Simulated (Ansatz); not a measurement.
**CsHS (space group I4/m, No. 87; a cell from a computed database, its experimental status unchecked)**

```xyz
12
Lattice="-4.1454 4.1454 4.5884 4.1454 -4.1454 4.5884 4.1454 4.1454 -4.5884" Properties=species:S:1:pos:R:3 pbc="T T T"
Cs     4.1454     0.0000     2.2942
Cs     0.0000     4.1454     2.2942
Cs     0.0000     0.0000     2.4600
Cs     0.0000     0.0000     6.7168
H      1.9923     0.7122     0.0000
H      2.1530     3.4332     4.5884
H      3.4332    -2.1530     4.5884
H      0.7122     6.2984     0.0000
S      6.2252     1.9970     0.0000
S     -2.0798     2.1483     4.5884
S      2.1483     2.0798     4.5884
S      1.9970     2.0656     0.0000
```

Computed with r2SCAN/PAW in Ansatz (a first-principles code), spin-orbit coupling left out. Γ-centred 5×5×5 mesh, Fermi–Dirac width 0.05 eV.

| Property | Result |
|---|---|
| Volume per atom | 26.28 Å³ |
| Density | 3.50 g/cm³ |
| Band gap | 3.90 eV, direct at Γ |
| Electron mass | 1.7 mₑ along c, 0.45 mₑ across |
| Hole mass | 0.59 mₑ along c, 2.4 mₑ across |
| Lowest conduction-band minima above the VBM | Γ 3.90 eV |
| Total energy | -2203.500 eV/atom (σ→0; compares only within this code and set-up) |

Masses are band curvatures over ±0.01 Å⁻¹ around the edge. No phonon test of stability was made.
